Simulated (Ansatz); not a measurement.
An Ansatz (an electronic-structure program) input (PBE (Ansatz, PAW, no spin-orbit coupling), earlier PAW set):

Ansatz 0.2 input:
```yaml
crystal:
  lattice:
    - [0, 2.123367637, 2.123367637]
    - [2.123367637, 0, 2.123367637]
    - [2.123367637, 2.123367637, 0]
  atoms:
    - { symbol: N, position: [0, 0, 0] }
    - { symbol: Ti, position: [0.5, 0.5, 0.5] }
basis: { ecutwfc: 420, ecutrho_ratio: 4, xc_grid: 2, fft_grid_basis: typed }
kpoints: { mp_grid: { grid: [19, 19, 19] } }
hamiltonian:
  xc: pbe
  dispersion: none
  pseudopotentials: { azcp: { folder: ./paw }, kind: paw }
scf: { occupations: { method: fermi_dirac, width: 0.05 }, convergence: { dr2_threshold: 0.0000000002 } }
output: { forces: true, stress: true }
checkpoint: { write: state.ck, write_every: 1000 }
```

Problem. Which symmetry and how many k-points will the program report, and about how many plane waves at Γ?

Solution. Space group Fm-3m (ITA 225) with 48 operations, k-points 220 of 6859, and 339 plane waves at Γ.

No phonon test of stability was made. All final runs are without spin polarisation. An odd electron count without spin: TiN. The cell is TiN in the rock salt structure (space group Fm-3m, No. 225).
